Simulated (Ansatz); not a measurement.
Consider VO₂ in the rutile structure (space group P4_2/mnm, No. 136; a = 4.536 Å, c = 2.802 Å; ferromagnetic).

Computed with PBEsol (Ansatz, a first-principles code), no SOC.

For the base:

| Quantity | Result |
|---|---|
| c/a ratio | 0.618 |
| Volume per atom | 9.61 Å³ |

Modification: Ag takes the place of V on all its sites; the structure is relaxed again.

Problem. Predict the new c/a ratio and volume per atom.

Solution. The c/a ratio increases by 0.106, from 0.618 to 0.724; the volume per atom grows by 1.86 Å³ to 11.47 Å³.

Other magnetic orders, which the real material may have, were not ruled out. Whether these cells are dynamically stable was not tested. As relaxed here, AgO2 is a hypothetical phase, not in the database extracts checked. No Hubbard U is applied, and correlation can decide whether such a compound is a metal. Spin-polarised in the final run: base; the other runs are not.
